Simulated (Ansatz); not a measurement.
GaSb: response to strain

Start from GaSb in the zinc blende structure (space group F-43m, No. 216; a = 6.1324 Å). Axes: x, y, z lie along the cube axes.

Strains are applied to the cell and any free atomic positions relax; under biaxial strain the out-of-plane vector relaxes too.

Calculations: Ansatz (a quantum-chemistry and plane-wave program) r2SCAN, no spin-orbit coupling.

Notes on the quantities. in-plane stress: mean in-plane stress (compression positive); energy relative to the base: free energy F.

```csv
change,in-plane stress,energy relative to the base,out-of-plane strain
base,–,0 meV/atom,–
"biaxial strain −2.50 %, plane normal [111], relaxed out of plane",+3.5 GPa,+15 meV/atom,+1.15 %
"biaxial strain −2.08 %, plane normal [111], relaxed out of plane",+2.8 GPa,+10 meV/atom,+0.95 %
"biaxial strain −1.67 %, plane normal [111], relaxed out of plane",+2.2 GPa,+6.6 meV/atom,+0.76 %
"biaxial strain −1.25 %, plane normal [111], relaxed out of plane",+1.7 GPa,+3.7 meV/atom,+0.56 %
"biaxial strain −0.83 %, plane normal [111], relaxed out of plane",+1.1 GPa,+1.6 meV/atom,+0.37 %
"biaxial strain −0.42 %, plane normal [111], relaxed out of plane",+0.5 GPa,+0.4 meV/atom,+0.19 %
```

Stability against distortions was not tested.
